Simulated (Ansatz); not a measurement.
**Effect of holes 7.0×10^21 cm⁻³ on AlAs**

Start from AlAs in the wurtzite structure (space group P6_3mc, No. 186; a = 4.0033 Å, c = 6.5805 Å; a model cell, its experimental status unchecked).

It is then changed as follows: hole doping at 7.0×10^21 cm⁻³ (0.639 per cell), with a uniform compensating background at fixed cell and a 300 K Fermi–Dirac width.

Computed with DFT with PBEsol, PAW potentials and a 420 eV plane-wave cutoff in Ansatz (a quantum-chemistry and plane-wave program), without spin-orbit coupling, earlier PAW set. k-mesh 17×17×9 (Γ-centred); smearing 0.0259 eV (Fermi–Dirac).

The gap between the host's bands grows by 0.19 eV (1.64 eV → 1.83 eV) and the gap character is still indirect, Γ → L–M (20 % along). The Fermi level relative to the doped band's edge (positive inside the band; to 0.05 eV) is +0.75 eV.

Final structure:

```yaml
crystal:
  lattice:
    - [4.00332, 0.00000, 0.00000]
    - [-2.00166, 3.46698, 0.00000]
    - [0.00000, 0.00000, 6.58051]
  atoms:
    - { symbol: Al, position: [0.66667, 0.33333, 0.99878] }
    - { symbol: Al, position: [0.33333, 0.66667, 0.49878] }
    - { symbol: As, position: [0.66667, 0.33333, 0.62642] }
    - { symbol: As, position: [0.33333, 0.66667, 0.12642] }
```
Cell charge +0.639336.

Cost of the whole job for the changed cell (relaxation, final SCF and bands): very roughly 80 core-seconds.

Carriers are added with a uniform compensating background; total energy and stress of such cells depend on the potential's zero and are not compared; many-body gap narrowing is missing at this level. Whether these cells are dynamically stable was not tested. This is not the structure that AlAs has at room temperature and ambient pressure.
